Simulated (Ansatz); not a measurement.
# Point defect N vacancy in beta Si3N4

These are PBE, PAW (plane waves to 420 eV; Ansatz, a quantum-chemistry and plane-wave program) values and carry that method's errors. A 1×1×3 supercell of 84 sites was used; the energies come from a 2×2×2 shifted sampling of its zone. Site at the start: the N(2,3-fold) site. Finite-size correction: monopole term and site-potential alignment. Dielectric constants: PBE linear response of the host. Host gap at this level: 4.25 eV. Finite-size and sampling errors can reach tenths of an eV here. Levels are measured in PBE's own, too narrow, gap. Spin–orbit coupling is left out. Each state is the lowest found from its start.

Formation energies E_f are given with the Fermi level at the valence-band maximum. Chemical conditions: N-rich (Δμ(N) = 0.00 eV; only phases computed here count, gases as isolated molecules at 0 K); Si-rich (Δμ(N) = -1.86 eV; only phases computed here count, gases as isolated molecules at 0 K). Reference phases: N: N2 molecule in a box.

| charge | moment (μB) | largest move off a lattice site (Å) | image correction with alignment (eV) | E_f, N-rich (eV) | E_f, Si-rich (eV) |
|---|---|---|---|---|---|
| +3† | not spin-polarised | 0.09 | 0.94 | – | – |
| +2* | 1.0 | 0.10 | – | – | – |
| +1 | not spin-polarised | 0.13 | 0.11 | 3.62 | 1.76 |
| 0 | 1.0 | 0.22 | 0.00 | 5.22 | 3.36 |
| −1 | not spin-polarised | 0.40 | 0.30 | 7.34 | 5.48 |

* At this level the carrier isn't localised at the defect: at charge +2 holes occupy the valence band. Such a state is shallow or no state of the defect, and this cell gives it no level.

† Not settled in this cell, so no level is given: charge +3: a level filled in part, carriers not clearly localised, level within 0.1 eV of a band edge or past it.

Transition levels above the valence-band maximum: ε(+1/0) = 1.60 eV; ε(0/−1) = 2.12 eV. With a charge missing or unsettled, these needn't be thermodynamic levels.

Flagged in the runs: a doubtful potential alignment, a host whose relaxation on this sampling wasn't shown to rest.

All states together cost roughly 100 core-minutes.
